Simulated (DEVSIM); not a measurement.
# Al0.4Ga0.6As/GaAs n-p heterojunction

Structure: Al0.4Ga0.6As/GaAs n-p heterojunction, at 300 K.

```tsv
layer (left to right)	material	thickness (μm)	Nd (cm⁻³)	Na (cm⁻³)	τn (s)	τp (s)
1	Al0.4Ga0.6As	0.410	2e17	-	4.3e-10	4.3e-10
2	GaAs	0.160	-	1.1e17	4.3e-10	4.3e-10
```

Left contact: ohmic. Right contact: ohmic. Voltage is applied to the left contact. Recombination: SRH at mid-gap. Mobility is μmin + (μ − μmin)/(1 + (N/Nref)^α).

Constants are typed, rounded textbook-type inputs, not results; the design itself was drawn at random and stands for no fabricated device. Values at 300 K.

| parameter | Al0.4Ga0.6As | GaAs |
|---|---|---|
| gap (eV) | 1.9228 | 1.424 |
| affinity (eV) | 3.754 | 4.07 |
| permittivity | 11.76 | 12.9 |
| Nc (cm⁻³) | 7.93e17 | 4.7e17 |
| Nv (cm⁻³) | 9e18 | 9e18 |
| μn (cm²/Vs) | 3220 | 8500 |
| μp (cm²/Vs) | 158 | 400 |
| μn,min | 500 | 500 |
| μp,min | 20 | 20 |
| Nref,n | 6e16 | 6e16 |
| Nref,p | 1.5e17 | 1.5e17 |
| αn | 0.39 | 0.39 |
| αp | 0.38 | 0.38 |

Model (solved in DEVSIM): 1D drift-diffusion, Boltzmann statistics, complete ionisation; no tunnelling, impact ionisation, image-force lowering or self-heating. Band offsets follow the typed affinities; no thermionic-emission limit at abrupt steps, no polarisation charge.

```json
{
 "potential_step_across_the_device_at_zero_bias": "1.591 V",
 "largest_field_in_the_device_at_zero_bias": "190000 V/cm",
 "Dark forward voltage at 1 A/cm²": "0.957 V",
 "Dark forward voltage at 100 A/cm²": "1.093 V"
}
```

Dark reverse current:

```json
[
 {"V (V)": "0.04", "J (A/cm²)": "1.9e-10"},
 {"V (V)": "0.10", "J (A/cm²)": "4.0e-10"},
 {"V (V)": "0.20", "J (A/cm²)": "6.7e-10"},
 {"V (V)": "0.30", "J (A/cm²)": "9.3e-10"},
 {"V (V)": "0.40", "J (A/cm²)": "1.2e-9"},
 {"V (V)": "0.60", "J (A/cm²)": "1.6e-9"},
 {"V (V)": "0.80", "J (A/cm²)": "2.0e-9"},
 {"V (V)": "1.00", "J (A/cm²)": "2.3e-9"},
 {"V (V)": "1.30", "J (A/cm²)": "2.6e-9"},
 {"V (V)": "1.60", "J (A/cm²)": "3.0e-9"},
 {"V (V)": "2.00", "J (A/cm²)": "3.3e-9"}
]
```

Dark forward current:

```tsv
V (V)	J (A/cm²)
-0.05	-4.6e-10
-0.15	-4.7e-9
-0.25	-3.5e-8
-0.35	-2.6e-7
-0.40	-7.0e-7
-0.50	-5.2e-6
-0.60	-4.0e-5
-0.70	-0.00035
-0.80	-0.0048
-0.90	-0.13
-0.95	-0.78
-1.05	-28
-1.15	-400
-1.25	-2600
```
